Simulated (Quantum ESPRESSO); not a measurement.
Input and output of a self-consistent single point for SrFe2AsP (P1, 5 atoms in the cell) (Quantum ESPRESSO).

Computed with PBEsol, GBRV 1.5 ultrasoft (PBESOL) pseudopotentials (plane waves; Quantum ESPRESSO).

```
SrFe2AsP
1.0
   -1.94053     1.94053     5.80999
    1.94053    -1.94053     5.80999
    1.94053     1.94053    -5.80999
Sr Fe P As
1 2 1 1
Cartesian
 -0.08531  -0.02614  11.66216
  2.00206   0.03638   2.99036
  0.09284   1.97828   2.92705
 -0.03749  -0.08785   4.04119
 -0.03158   0.03984   7.42927
```

Reference input (self-consistent single point, DFT, PBEsol, plane waves, GBRV 1.5 ultrasoft (PBESOL) pseudopotentials): ecutwfc = 50 Ry; ecutrho = 400 Ry; occupations = smearing; smearing = fd; degauss = 0.0073499 Ry; K_POINTS = automatic 4 4 6 0 0 0; conv_thr = 1e-09 Ry; mixing_beta = 0.7. This run's input differs from it in these lines:

```diff
@@ -19,3 +19,3 @@
 &electrons
- conv_thr = 1.0d-9,
+ conv_thr = 7.3e-08,
  mixing_beta = 0.7,
```

Output (repeated stretches shortened):

```
     Self-consistent Calculation

     iteration #  1     ecut=    50.00 Ry     beta= 0.70

     negative rho (up, down):  6.295E-02 0.000E+00

     total energy              =    -625.68895504 Ry
     estimated scf accuracy    <       1.14929264 Ry

     iteration #  2     ecut=    50.00 Ry     beta= 0.70

     negative rho (up, down):  6.349E-02 0.000E+00

     total energy              =    -624.76261040 Ry
     estimated scf accuracy    <       6.60311450 Ry

     iteration #  3     ecut=    50.00 Ry     beta= 0.70

     negative rho (up, down):  6.421E-02 0.000E+00

     total energy              =    -625.57386920 Ry
     estimated scf accuracy    <       7.55803829 Ry

   [... 8 blocks of this kind left out ...]

     iteration # 12     ecut=    50.00 Ry     beta= 0.70

     negative rho (up, down):  6.570E-02 0.000E+00

     total energy              =    -626.16231085 Ry
     estimated scf accuracy    <       0.00000009 Ry

     iteration # 13     ecut=    50.00 Ry     beta= 0.70

     negative rho (up, down):  6.570E-02 0.000E+00
     End of self-consistent calculation

     Number of k-points >= 100: set verbosity='high' to print the bands.

     the Fermi energy is    11.6491 ev

!    total energy              =    -626.16231091 Ry
     estimated scf accuracy    <       0.00000005 Ry
     smearing contrib. (-TS)   =      -0.00910172 Ry
     internal energy E=F+TS    =    -626.15320919 Ry

     convergence has been achieved in  13 iterations

     negative rho (up, down):  6.570E-02 0.000E+00

     Forces acting on atoms (cartesian axes, Ry/au):

     atom    1 type  1   force =     0.00885503    0.00467702   -0.01627132
     atom    2 type  2   force =    -0.03496126   -0.00661356   -0.01105180
     atom    3 type  2   force =    -0.05113348   -0.03565621    0.01760550
     atom    4 type  3   force =     0.04003344    0.04428671   -0.02500503
   [... lines left out ...]
     Total force =     0.113019     Total SCF correction =     0.000336
   [... lines left out ...]

     negative rho (up, down):  6.570E-02 0.000E+00
          total   stress  (Ry/bohr**3)                   (kbar)     P=      -53.37
  -0.00030456  -0.00001645  -0.00003493          -44.80       -2.42       -5.14
  -0.00001645  -0.00043739   0.00013410           -2.42      -64.34       19.73
  -0.00003493   0.00013410  -0.00034647           -5.14       19.73      -50.97

   JOB DONE.
```

The run converged in 13 iterations. Against the reference run the free energy hardly moves (within 1 meV/atom), the pressure goes from -5.46 to -5.34 GPa and the largest force hardly changes (1.666 to 1.665 eV/Å).

The starting cell comes from a database of computed structures (which also holds hypothetical and non-ambient phases and stackings), without a prior relaxation at this level. Its atoms were displaced at random from the sites of space group no. 107. Spin polarisation is off, so a magnetic state, if there is one, cannot be reached. With a pressure of about -5 GPa the cell is away from its equilibrium volume at this level. Forces in this geometry exceed 1 eV/Å.

Cost on one core of a shared machine: roughly 7 min.
